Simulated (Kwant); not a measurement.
Device: wire with a side stub in a InSb two-dimensional gas. Effective mass 0.014 mₑ, grid spacing 10 nm, hard walls, nominal width 300 nm (29 grid rows, so walls 300 nm apart), one parabolic valley, scattering region 900 nm long along x; energies count from the band bottom; Fermi energy swept from 0.00023875 to 0.0028351 eV. Closed stub on one side, 200 nm wide and 170 nm deep.

Constants are typed, rounded textbook-type inputs, not results; the design itself was drawn at random and stands for no fabricated device.

Computed with Kwant: effective-mass tight-binding model on a square grid, one spin, coherent transport at 0 K. Conductance is in e²/h.

Density of the scattering states that come in from the left lead, at energy = 0.0022024 eV, in bins, relative to the largest site value (x marks bins outside the device):

```
|xxxxxxxxxxxxxxxxx   .....  xxxxxxxxxxxxxxxxx|
|xxxxxxxxxxxxxxxxx .:=**+-. xxxxxxxxxxxxxxxxx|
|xxxxxxxxxxxxxxxxx .-*%%#+: xxxxxxxxxxxxxxxxx|
|xxxxxxxxxxxxxxxxx .-+**+=: xxxxxxxxxxxxxxxxx|
|xxxxxxxxxxxxxxxxx  .:--::. xxxxxxxxxxxxxxxxx|
|xxxxxxxxxxxxxxxxx          xxxxxxxxxxxxxxxxx|
|xxxxxxxxxxxxxxxxx  ... ... xxxxxxxxxxxxxxxxx|
|xxxxxxxxxxxxxxxxx .-===+=-.xxxxxxxxxxxxxxxxx|
|                 .-+#%%%#+:                 |
|:::...:::::......:=#%@@@@#=:.....:::::::::::|
|===---==+==--::--=+*###%#*+-:::--===========|
|**++=++***+======+++====+++=====++++++++++++|
|*+++==++*+++==+++++=:..:-=++++++++++++++++++|
|==============++++=-:...:==+++==============|
|--------------=====--::--=====--------------|
|:----:::--:::-------=======----:::::--------|
|--------==------===========-----------------|
|+++====++++====++++=========================|
|**++==++***++++*#*+=----=+++****++++++++++++|
|+++====+++++=++*#*+=-:::-=++***++++=========|
|----:::-------==+==-:...:--=====------------|
|         .    .....       .......           |
```
Scale: ten equal steps from 0.005 (start of ' ') to 0.982 (end of '@'), in the order ' .:-=+*#%@'; x runs from -430 to 430, y from -130 (bottom) to 300 (top).

The conductance there is 1.99 e²/h with 2 open channel(s) in the leads.
